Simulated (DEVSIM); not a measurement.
Device: Pd/SiO2/p-Ge capacitor, at 400 K.

Layer 1 from the left is SiO2, thickness (nm) 4.40. Layer 2 from the left is Ge, thickness (nm) 18000, Na (cm⁻³) 1.1e15.

Metal gate on the left, work function 5.2 eV. Fixed charge at the semiconductor interface 1.1e11 cm⁻² (in units of +e); no interface traps.

This is a model device: material constants are rounded textbook-type values typed into the input, and sizes, dopings and lifetimes were drawn at random. Values at 300 K; Nc and Nv go as T^1.5, mobilities as T to minus their exponent, the gap by Varshni's rule with the affinity fixed.

SiO2: gap (eV) 9, affinity (eV) 0.9, permittivity 3.9. Ge: gap (eV) 0.664, affinity (eV) 4, permittivity 16, Nc (cm⁻³) 1.04e19, Nv (cm⁻³) 6e18, Varshni α (eV/K) 0.000477, Varshni β (K) 235.

### Question
Estimate by hand the flat-band voltage, the threshold voltage, and compare with a numerical solution.

### Answer

- Flat-band voltage: C = 0.785 μF/cm², work-function difference 0.865 V; VFB = φms − qNf/C = 0.84 V; numerical 0.84 V.
- Threshold voltage: φF = 0.013 V, depletion charge √(4εqNφF) = 3.60e-9 C/cm²; VT = VFB + 2φF + Qd/C = 0.87 V; numerical 0.87 V.

Model (solved in DEVSIM): 1D Poisson equation in equilibrium, Boltzmann statistics, complete ionisation; no quantum confinement or tunnelling. Metal contacts follow the ideal Schottky-Mott rule: no Fermi-level pinning, no interface dipoles.
